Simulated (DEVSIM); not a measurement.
Structure: In0.52Al0.48As/In0.53Ga0.47As p-n heterojunction, at 300 K.

Layer 1 from the left is In0.52Al0.48As, thickness (μm) 0.950, Na (cm⁻³) 1.4e18, τn (s) 9.5e-10, τp (s) 9.5e-10. Layer 2 from the left is In0.53Ga0.47As, thickness (μm) 4.00, Nd (cm⁻³) 2e15, τn (s) 9.5e-10, τp (s) 9.5e-10.

Left contact: ohmic. Right contact: ohmic. Voltage is applied to the left contact. Recombination: SRH at mid-gap, Auger. Mobility is μmin + (μ − μmin)/(1 + (N/Nref)^α).

This is a model device: material constants are rounded textbook-type values typed into the input, and sizes, dopings and lifetimes were drawn at random. Values at 300 K.

In0.52Al0.48As: gap (eV) 1.45, affinity (eV) 4, permittivity 12.5, Nc (cm⁻³) 5.1e17, Nv (cm⁻³) 1.1e19, μn (cm²/Vs) 4000, μp (cm²/Vs) 75, μn,min 800, μp,min 10, Nref,n 3e16, Nref,p 1e17, αn 1.1, αp 0.6, Cn (cm⁶/s) 1e-30, Cp (cm⁶/s) 1e-30. In0.53Ga0.47As: gap (eV) 0.74, affinity (eV) 4.51, permittivity 13.9, Nc (cm⁻³) 2.1e17, Nv (cm⁻³) 7.7e18, μn (cm²/Vs) 12000, μp (cm²/Vs) 300, μn,min 300, μp,min 10, Nref,n 1.3e17, Nref,p 4.9e17, αn 0.48, αp 0.4, Cn (cm⁶/s) 5e-29, Cp (cm⁶/s) 5e-29.

Model (solved in DEVSIM): 1D drift-diffusion, Boltzmann statistics, complete ionisation; no tunnelling, impact ionisation, image-force lowering or self-heating. Band offsets follow the typed affinities; no thermionic-emission limit at abrupt steps, no polarisation charge.

Question: What does the simulation give for the dark forward voltage at 100 A/cm², the largest field in the device at zero bias, the dark forward voltage at 1 A/cm²?

Answer: dark forward voltage at 100 A/cm² 0.487 V; largest field in the device at zero bias 220000 V/cm; dark forward voltage at 1 A/cm² 0.306 V.
